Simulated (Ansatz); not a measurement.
We look at the energy of the reaction as written. Reaction: 1/4 cell B + 3/4 C (graphite) → cell A. A negative value means that the right-hand side lies lower.

Cell A: a slab of Rh (fcc, Fm-3m) cut along (111), 9 atoms, hexagonal cell of 2.68 Å (6.2 Å²), symmetry P3m1 within 0.02 Å, 16.7 Å thick under 16 Å of vacuum, in-plane vectors held at the crystal's; planes from bottom to top: Rh × 8 | C, its two faces unlike (dipole correction applied); added, foreign or displaced atoms, above the top plane: C bound to 3 Rh at 1.95 Å; spin state with PBE: run without spin, k-point mesh 20×20×1.
```
CELL_PARAMETERS angstrom
      2.68363     0.00000     0.00000
      1.34182     2.32409     0.00000
      0.00000     0.00000    32.77094
ATOMIC_POSITIONS crystal
  Rh 0.66667 0.66667 0.24458
  Rh 0.00000 0.00000 0.31071
  Rh 0.33333 0.33333 0.37719
  Rh 0.66667 0.66667 0.44431
  Rh 0.00000 0.00000 0.51121
  Rh 0.33333 0.33333 0.57808
  Rh 0.66667 0.66667 0.64410
  Rh 0.00000 0.00000 0.71728
  C  0.33333 0.33333 0.75353
```

Cell B: a slab of Rh (fcc, Fm-3m) cut along (111), 33 atoms, hexagonal cell of 5.37 Å (24.9 Å²), symmetry P3m1 within 0.02 Å, 16.4 Å thick under 16 Å of vacuum, in-plane vectors held at the crystal's; planes from bottom to top: Rh4 × 8 | C, its two faces unlike (dipole correction applied); added, foreign or displaced atoms, above the top plane: C bound to 3 Rh at 1.90 Å; spin state with PBE: run without spin, k-point mesh 8×8×1.
```
CELL_PARAMETERS angstrom
      5.36726     0.00000     0.00000
      2.68363     4.64819     0.00000
      0.00000     0.00000    32.77094
ATOMIC_POSITIONS crystal
  Rh 0.83344 0.33328 0.24494
  Rh 0.33328 0.33328 0.24494
  Rh 0.83333 0.83333 0.24498
  Rh 0.33328 0.83344 0.24494
  Rh 0.00006 0.00006 0.31096
  Rh 0.49988 0.00006 0.31096
  Rh 0.00006 0.49988 0.31096
  Rh 0.50000 0.50000 0.31094
  Rh 0.16667 0.16667 0.37755
  Rh 0.66672 0.16656 0.37753
  Rh 0.16656 0.66672 0.37753
  Rh 0.66672 0.66672 0.37753
  Rh 0.83326 0.33337 0.44473
  Rh 0.33337 0.33337 0.44473
  Rh 0.83333 0.83333 0.44469
  Rh 0.33337 0.83326 0.44473
  Rh 0.99991 0.99991 0.51168
  Rh 0.50019 0.99991 0.51168
  Rh 0.99991 0.50019 0.51168
  Rh 0.50000 0.50000 0.51178
  Rh 0.16667 0.16667 0.57889
  Rh 0.66645 0.16711 0.57862
  Rh 0.16711 0.66645 0.57862
  Rh 0.66645 0.66645 0.57862
  Rh 0.83308 0.33346 0.64525
  Rh 0.33346 0.33346 0.64525
  Rh 0.83333 0.83333 0.64499
  Rh 0.33346 0.83308 0.64525
  Rh 0.99509 0.99509 0.71480
  Rh 0.50982 0.99509 0.71480
  Rh 0.99509 0.50982 0.71480
  Rh 0.50000 0.50000 0.71084
  C  0.16667 0.16667 0.74619
```

Reference: C (graphite, P6₃/mmc), 4 atoms in the cell, k-point mesh 18×18×6 on the run's own vectors. Conventional cell: a = b = 2.4650 Å, c = 6.7411 Å, α = β = 90.00°, γ = 120.00°.

Plane-wave PAW calculations with Ansatz (a first-principles code), its PAW set soft_1, cutoff 420 eV, 500 eV for r2SCAN. The structures are at rest with PBE+D3(BJ), within the held lattices; other levels are single points on them. Neutral cells; Fermi-Dirac smearing of at most 0.10 eV in the solids, energies taken to zero width. The lattices are those relaxed with PBE+D3(BJ), so at other levels the solids can be strained, which adds to the spread. Larger cells are relaxed from a start prepared with the learned potential CHGNet, on a coarser mesh till forces fall under 0.03 eV/Å, which some starts already meet. A dispersion term (D3(BJ), or D4 for r2SCAN) was computed beside these levels and is taken off wherever the name lacks it. Space groups of crystals are read within 0.01 Å. Nuclei at rest; no vibrational terms. The structures are the rest points that the relaxations reached, not proven lowest. No correction for cell size. The cells' k-point meshes differ in density, so the last digit is unsettled. Cell A has symmetry P3m1 within 0.02 Å and got no random move, so less symmetric positions, which may lie lower, weren't tried. Cell B has symmetry P3m1 within 0.02 Å and got no random move, so less symmetric positions, which may lie lower, weren't tried.

Problem. What value does r2SCAN give?

Solution. 2.11 eV, for 1/4 cell B + 3/4 C (graphite) → cell A.

Problem. What do the other levels give, and how wide is the spread?

Solution. 
```csv
Functional,value (eV),less r2SCAN
PBE,2.11,0.00
PBE+D3(BJ),2.02,-0.09
r2SCAN+D4,2.08,-0.03
```

The levels shown span only 0.09 eV, too little to tell them apart.
